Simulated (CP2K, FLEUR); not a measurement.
A CP2K input for a self-consistent single point of LiF (Fm-3m, 2 atoms in the cell) (DFT PBE, GPW, DZVP-MOLOPT-SR-GTH basis, GTH-PBE potentials (GTH_POTENTIALS)):

```
&GLOBAL
  PROJECT run
  RUN_TYPE ENERGY_FORCE
  PRINT_LEVEL MEDIUM
&END GLOBAL
&FORCE_EVAL
  METHOD Quickstep
  STRESS_TENSOR ANALYTICAL
  &DFT
    BASIS_SET_FILE_NAME BASIS_MOLOPT
    POTENTIAL_FILE_NAME GTH_POTENTIALS
    &QS
      METHOD GPW
      EPS_DEFAULT 1E-10
    &END QS
    &MGRID
      CUTOFF 550
      REL_CUTOFF 50
      NGRIDS 5
    &END MGRID
    &SCF
      SCF_GUESS ATOMIC
      EPS_SCF 1E-6
      MAX_SCF 100
      ADDED_MOS 4
      &DIAGONALIZATION
        ALGORITHM STANDARD
      &END DIAGONALIZATION
      &MIXING
        METHOD BROYDEN_MIXING
        ALPHA 0.3
        NBUFFER 8
        BETA 1
      &END MIXING
      &SMEAR ON
        METHOD FERMI_DIRAC
        ELECTRONIC_TEMPERATURE [K] 232.09
      &END SMEAR
    &END SCF
    &KPOINTS
      SCHEME MONKHORST-PACK 7 7 7
    &END KPOINTS
    &XC
      &XC_FUNCTIONAL PBE
      &END XC_FUNCTIONAL
    &END XC
    &PRINT
      &MO
        EIGENVALUES T
        OCCUPATION_NUMBERS T
        NDIGITS 8
        FILENAME mo
        &EACH
          QS_SCF 0
        &END EACH
        ADD_LAST NUMERIC
      &END MO
      &MULLIKEN ON
      &END MULLIKEN
    &END PRINT
  &END DFT
  &SUBSYS
    &CELL
      A 2.84964000 0.00000000 0.00000000
      B 1.42482000 2.46786100 0.00000000
      C 1.42482000 0.82262000 2.32672200
      PERIODIC XYZ
    &END CELL
    &COORD
      Li       0.00000000     0.00000000     0.00000000
      F        2.84964000     1.64524050     1.16336100
    &END COORD
    &KIND Li
      BASIS_SET DZVP-MOLOPT-SR-GTH
      POTENTIAL GTH-PBE-q3
    &END KIND
    &KIND F
      BASIS_SET DZVP-MOLOPT-SR-GTH
      POTENTIAL GTH-PBE-q7
    &END KIND
  &END SUBSYS
  &PRINT
    &FORCES ON
    &END FORCES
    &STRESS_TENSOR ON
    &END STRESS_TENSOR
  &END PRINT
&END FORCE_EVAL
```

Task: Give the FLEUR input for the same structure, mesh, smearing and functional.

Result: This is the input that was run; spellings and numerical settings could be chosen otherwise.

Input of the input generator:

```
LiF
&input film=f /
0.0000000000 3.8077981411 3.8077981411
3.8077981411 0.0000000000 3.8077981411
3.8077981411 3.8077981411 0.0000000000
1.0
1.0 1.0 1.0

2
3 0.0000000000 0.0000000000 0.0000000000
9 0.5000000000 0.5000000000 0.5000000000

&comp jspins=1 /
&kpt div1=7 div2=7 div3=7 /
&end /
```

```xml
<?xml version="1.0" encoding="UTF-8" standalone="no"?>
<fleurInput fleurInputVersion="0.39">
   <comment>
      LiF                                                                                                 
   </comment>
   <calculationSetup>
      <cutoffs Kmax="4.5" Gmax="15.8" GmaxXC="15.8" numbands="0"/>
      <scfLoop itmax="80" minDistance="0.00001" maxIterBroyd="40" imix="Anderson" alpha="0.05" precondParam="0.0" spinf="2.0"/>
      <coreElectrons ctail="T" frcor="F" kcrel="0" coretail_lmax="0"/>
      <xcFunctional name="pbe" relativisticCorrections="F"/>
      <magnetism jspins="1"/>
      <soc l_soc="F" theta="0.0" phi="0.0" spav="F"/>
      <expertModes spex="0" secvar="F"/>
      <geometryOptimization l_f="T" forcealpha="1.0" forcemix="BFGS" epsdisp="0.00001" epsforce="0.00001"/>
      <ldaU l_linMix="F" mixParam="0.05" spinf="1.0"/>
   </calculationSetup>
   <cell>
      <bzIntegration valenceElectrons="8.0" mode="hist" fermiSmearingEnergy="0.00073499">
         <kPointListSelection listName="default-1"/>
         <!-- k-points included here -->
         <xi:include xmlns:xi="http://www.w3.org/2001/XInclude" href="kpts.xml"> </xi:include>
      </bzIntegration>
      <!-- symmetry operations included here -->
      <xi:include xmlns:xi="http://www.w3.org/2001/XInclude" href="sym.xml"> </xi:include>
      <bulkLattice scale="1.0">
         <bravaisMatrix>
            <row-1>    0.0000000000000000     3.8077981411000001     3.8077981411000001</row-1>
            <row-2>    3.8077981411000001     0.0000000000000000     3.8077981411000001</row-2>
            <row-3>    3.8077981411000001     3.8077981411000001     0.0000000000000000</row-3>
         </bravaisMatrix>
      </bulkLattice>
   </cell>
   <atomSpecies>
      <species name="Lithium (Li)" element="Li" atomicNumber="3">
         <mtSphere radius="1.78" gridPoints="615" logIncrement="0.016"/>
         <atomicCutoffs lmax="8" lnonsphr="6"/>
         <electronConfig flipSpins="F">
            <coreConfig>(1s1/2)</coreConfig>
            <valenceConfig>(2s1/2)</valenceConfig>
            <stateOccupation state="(2s1/2)" spinUp="0.5" spinDown="0.5"/>
         </electronConfig>
         <energyParameters s="2" p="2" d="3" f="4"/>
      </species>
      <species name="Fluorine (F)" element="F" atomicNumber="9">
         <mtSphere radius="1.78" gridPoints="615" logIncrement="0.018"/>
         <atomicCutoffs lmax="8" lnonsphr="6"/>
         <electronConfig flipSpins="F">
            <coreConfig>(1s1/2)</coreConfig>
            <valenceConfig>(2s1/2) (2p1/2) (2p3/2)</valenceConfig>
            <stateOccupation state="(2p1/2)" spinUp="0.8333333333333" spinDown="0.8333333333333"/>
            <stateOccupation state="(2p3/2)" spinUp="1.6666666666667" spinDown="1.6666666666667"/>
         </electronConfig>
         <energyParameters s="2" p="2" d="3" f="4"/>
      </species>
   </atomSpecies>
   <atomGroups>
      <atomGroup species="Lithium (Li)">
         <relPos label="                   1">.0000000000 .0000000000 .0000000000</relPos>
         <force calculate="T" relaxXYZ="TTT"/>
      </atomGroup>
      <atomGroup species="Fluorine (F)">
         <relPos label="                   2">1.000/2.000 1.000/2.000 1.000/2.000</relPos>
         <force calculate="T" relaxXYZ="TTT"/>
      </atomGroup>
   </atomGroups>
   <output dos="F" band="F" slice="F">
      <checks vchk="F" cdinf="F"/>
      <bandDOS minEnergy="-.5*Htr" maxEnergy="0.5*Htr" sigma="0.015" storeEVData="T"/>
      <vacuumDOS vacdos="F" integ="F" star="F" nstars="0" locx1="0.0" locy1="0.0" locx2="0.0" locy2="0.0" nstm="0" tworkf="0.0"/>
      <unfoldingBand unfoldBand="F" supercellX="1" supercellY="1" supercellZ="1"/>
      <plotting iplot="0" polar="F">
         <plot TwoD="T" vec1="  1.0  0.0  0.0" vec2="  0.0  1.0  0.0" vec3="  0.0  0.0  1.0" zero="  0.0  0.0  0.0" file="plot"/>
      </plotting>
      <chargeDensitySlicing numkpt="0" minEigenval="0.0" maxEigenval="0.0" nnne="0" pallst="F"/>
      <specialOutput eonly="F"/>
      <magneticCircularDichroism mcd="F" energyLo="-10.0" energyUp="0.0"/>
   </output>
  <!-- We include the file relax.xml here to enable relaxations (see documentation) -->
  <xi:include xmlns:xi="http://www.w3.org/2001/XInclude" href="relax.xml"> <xi:fallback/> </xi:include>
</fleurInput>
```

Basis, cutoffs, solver keys and any potentials are the target program's own. This input uses DFT, PBE, all-electron FLAPW (FLEUR), scalar-relativistic valence. Both were run: gap on the mesh 9.042 eV in CP2K and 9.373 in FLEUR.

On CP2K: the starting cell has typed, rounded lattice constants, without a prior relaxation at this level. Values carry the incompleteness of an atom-centred basis.

On FLEUR: the starting cell has typed, rounded lattice constants, without a prior relaxation at this level. Values depend on the basis (sphere radii, cutoffs, local orbitals), which need not be converged.
